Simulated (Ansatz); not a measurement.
**MoSi2: energy against strain**

MoSi2 (MoSi2 type, I4/mmm, 13.581 Å³/atom and stress up to 0.01 GPa in the relaxed cell, c along z) under an equal strain ε in the (001) plane with the normal axis free, as in a coherent film. PBE in Ansatz, a plane-wave DFT program (PAW, default set), 420 eV, 25×25×25 Γ-centred mesh, Fermi-Dirac smearing 0.10 eV; ions are relaxed, or left where forces stay under 0.02 eV/Å, within the symmetry of each cell.

Here s stands for strain and y for E less E0.

| strain (%) | E less E0 (meV/atom) |
|---|---|
| -3.00 | ? |
| -1.50 | 9.37 |
| -1.00 | 4.13 |
| -0.50 | 1.03 |
| 0.00 | 0.00 |
| 0.50 | 0.97 |
| 1.00 | 3.86 |
| 1.50 | 8.63 |

Fit y of the 7 rows that show it with a parabola. Least squares gives y = -0.001 - 0.2014·s + 4.0000·s². Residuals (row less fit): 0.069, -0.070, -0.070, 0.001, 0.072, 0.062, -0.067; standard error 0.084 (degrees of freedom: 4). The quadratic coefficient over the volume, 4.0000 meV × 10⁴ × 0.1602 / 13.581 Å³, is the biaxial elastic modulus of this plane = about 470 GPa.

**Question.** What does the fit predict for y at s = -3.00, and how far is the calculated value from it?

**Answer.** y = -0.001 - 0.2014 × (-3.0) + 4.0000 × (-3.0)² = 36.603 meV/atom. The calculation gives 38.53 meV/atom, 1.927 meV/atom above the prediction (5.0 % of the range of y in the table). The row lies outside the fitted rows, so this is an extrapolation. From the scatter of the fitted rows alone, a prediction at this place has a standard error of 0.320 meV/atom, so the miss is 6.0 times that.

A polynomial of degree 3 through the 12 other runs of the series gives 38.55 there, so most of the miss is curvature that the fit leaves out. In a metal these values are sensitive to mesh and smearing; energies are taken to zero smearing, stresses follow the free energy. Rows are the converged runs of the series near zero and its far end; series whose fitted rows scatter by over a few per cent of the range, as at a crossing or softening among them, aren't shown in this form, nor equations of state whose B0' disagrees with the runs' pressures. Most that stay on the fit to the last digits aren't either.
